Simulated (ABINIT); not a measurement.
Troubleshooting ABINIT: a failed run on Ti2Ga (P1, 6 atoms in the cell). The aim is a self-consistent single point with DFT, PBEsol, plane waves, PAW (JTH v2.0 PBE PAW, files made for PBE).

Cell that was meant: a = 4.5100 Å, b = 4.5100 Å, c = 5.5000 Å, α = 90.00°, β = 90.00°, γ = 120.00°.

Part of the input:

```
shiftk 0.5 0.5 0.5
nstep 80
toldfe 1.0e-09
tolvrs 1.0e-08
prtwf 0
prtden 0
enunit 2
```

Output (repeated stretches shortened):

```
    This message will only be printed once, even if there are other datasets where tolsym is bigger than 1.0e-8.
...

 symlatt: the Bravais lattice is hP (primitive hexagonal)

--- !COMMENT
src_file: m_symfind.F90
src_line: 1290
message: |
    The Bravais lattice determined only from the primitive
    vectors, bravais(1)=  6, is more symmetric
    than the real one, iholohedry=  1, obtained by taking into
    account the atomic positions. Start deforming the primitive vector set.
...

 symlatt: the Bravais lattice is oC (one-face-centered orthorhombic)

--- !COMMENT
src_file: m_symfind.F90
src_line: 1299
message: |
    The Bravais lattice determined from modified primitive
    vectors, bravais(1)=  3, has a lower symmetry than before,
    but is still more symmetric than the real one, iholohedry=  1
    obtained by taking into account the atomic positions.
...

 symlatt: the Bravais lattice is aP (primitive triclinic)
 symspgr: spgroup=   1  P1   (=C1^1)
 Perdew, Burke & Ernzerhof SOL
 J. P. Perdew, A. Ruzsinszky, G. I. Csonka, O. A. Vydrov, G. E. Scuseria, L. A. Constantin, X. Zhou, and K. Burke, Phys. Rev. Lett. 100, 136406 (2008)
 Perdew, Burke & Ernzerhof SOL
 J. P. Perdew, A. Ruzsinszky, G. I. Csonka, O. A. Vydrov, G. E. Scuseria, L. A. Constantin, X. Zhou, and K. Burke, Phys. Rev. Lett. 100, 136406 (2008)

--- !ERROR
src_file: m_invars2.F90
src_line: 3384
mpi_rank: 0
message: |
    Only one of the tolXXX variables may be defined at once.
    Action: check values of tolvrs, toldfe, tolrff and toldff.
...

 abinit_abort: decision taken to exit. Check above messages for more info
Abort(13) on node 0 (rank 0 in comm 0): application called MPI_Abort(MPI_COMM_WORLD, 13) - process 0

--- !ERROR
src_file: m_invars2.F90
src_line: 3384
mpi_rank: 0
message: |
    Only one of the tolXXX variables may be defined at once.
    Action: check values of tolvrs, toldfe, tolrff and toldff.
...
```

Q: From the messages shown, name the fault and mend the input.

A: The fault is two stopping criteria at once. The program does not take these two tolerances for the self-consistent loop together. To fix it, keep one tolerance. The program stopped before any SCF iteration.

An input that runs soundly differs in these lines (not the only fix; some lines may just follow from the change or write a value another way):
```diff
-tolvrs 1.0e-08
```

With that input, the run converged in 19 iterations: free energy E − TS -10682.86 eV; Fermi level (on the code's own zero) 7.52 eV; pressure -3.88 GPa; largest force (vector length) 0.375 eV/Å (DFT, PBEsol, plane waves, PAW (JTH v2.0 PBE PAW, files made for PBE)).

On the sound input: the starting cell comes from a database of published, mostly measured structures (it also holds non-ambient and calculated ones), without a prior relaxation at this level. Its atoms were displaced at random from the sites of space group no. 194. Spin polarisation is off. The potentials were made for another functional than the one used. With a pressure of about -4 GPa the cell is away from its equilibrium volume at this level. Without a gap this mesh is coarse (it stands for a supercell whose shortest vector is 16 Å).

These are the values that this program gave, and no reference: the one-centre exchange-correlation terms come from a truncated expansion.
